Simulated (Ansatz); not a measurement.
Response to strain in TiO2

Consider TiO$_{2}$ in the rutile structure (space group P4_2/mnm, No. 136; a = 4.5912 Å, c = 2.9390 Å). Axes: x, y, z lie along a, b, c of the conventional cell.

Strains are applied to the cell and any free atomic positions relax; under biaxial strain the out-of-plane vector relaxes too.

Method: PBEsol (Ansatz, a program for electronic structure, PAW, spin-orbit coupling left out).

```json
[
 {"biaxial strain, plane normal [001], relaxed out of plane (%)": "0", "out-of-plane strain (%)": "0.00"},
 {"biaxial strain, plane normal [001], relaxed out of plane (%)": "0.6", "out-of-plane strain (%)": "?"},
 {"biaxial strain, plane normal [001], relaxed out of plane (%)": "1.2", "out-of-plane strain (%)": "-0.74"},
 {"biaxial strain, plane normal [001], relaxed out of plane (%)": "2.4", "out-of-plane strain (%)": "-1.38"},
 {"biaxial strain, plane normal [001], relaxed out of plane (%)": "3", "out-of-plane strain (%)": "-1.68"}
]
```

Q: Fit ε⊥ = −νε + γε² (strains in %) to the rows shown and predict the withheld row.

A: Least squares on the printed values gives ν = 0.65 (the biaxial Poisson response) and γ = 0.030 (largest residual 0.01 %); this predicts -0.38 %, and the run gives -0.38 %, in agreement.

Whether these cells are dynamically stable was not tested. The final runs are not spin-polarised.
